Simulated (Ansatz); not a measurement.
System: SrHfN2 (model structure, started from the LiVN2 type, Pna2₁, No. 33, 16 atoms in the cell). Method: PBE0 (PAW; Ansatz, a quantum-chemistry and plane-wave program).

Run with plane-wave cutoff 460 eV, 4×4×4 k mesh, Fermi–Dirac smearing 0.01 eV, scalar-relativistic PAW data made under PBE.

Cell (relaxed with PBEsol):

```
CELL_PARAMETERS angstrom
      6.36595     0.00000     0.00000
      0.00000     7.85280     0.00000
      0.00000     0.00000     5.67876
ATOMIC_POSITIONS crystal
  Sr 0.58266 0.87954 0.98180
  Sr 0.41734 0.12046 0.48180
  Sr 0.91734 0.37954 0.48180
  Sr 0.08266 0.62046 0.98180
  Hf 0.56483 0.37368 0.00002
  Hf 0.43517 0.62632 0.50002
  Hf 0.93517 0.87368 0.50002
  Hf 0.06483 0.12632 0.00002
  N  0.54732 0.40641 0.35383
  N  0.45268 0.59359 0.85383
  N  0.95268 0.90641 0.85383
  N  0.04732 0.09359 0.35383
  N  0.61887 0.83833 0.43436
  N  0.38113 0.16167 0.93436
  N  0.88113 0.33833 0.93436
  N  0.11887 0.66167 0.43436
```

Task: Estimate the band gap that the calculation returns.

Result: 
* **band gap**: 3.91 eV (on the SCF k mesh)

Note: the relaxation could raise the start's symmetry but not lower it, so the cell can be a saddle point; cell and atoms aren't relaxed at this level (largest force component 0.04 eV/Å, pressure 2.1 GPa).

Spin–orbit coupling is not included.

A model structure was made by putting elements into a prototype or built by hand; it is no filed structure, need not be a known phase, and can be a saddle point held by its symmetry.
